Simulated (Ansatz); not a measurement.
Functionals compared on the (100) surface of rock-salt TiC, Nb on all Ti sites of the top plane (bottom of the slab: a bare face, its two planes held), in Ansatz (plane waves, PAW). The structure was relaxed with PBE; the other rows are single points on it. Cutoff 420 eV (500 eV for r2SCAN).

Set-up: 12 atoms, 10.9 Å thick at the start with caps and adatoms (thin: gaps and levels are the slab's own); mesh 12x12x1; 0.1 eV smearing; dipole correction on; 4 atoms held, the rest relaxed; symmetry of the start imposed; no spin, no spin-orbit, no U. In PBE it is, or lies within 0.01 eV a 1x1 cell of, the lowest of the 2 structures of its composition computed so far; subsurface sites and larger cells were not tried. These notes are the PBE run's.

```tsv
functional	work function of the top face (eV)	rough cost of the single point
PBE	3.58	–
RPBE	3.41	about 16 core-seconds (a rough figure)
r2SCAN	3.54	around 30 core-seconds (rough)
```

Ansatz is a program for electronic structure.
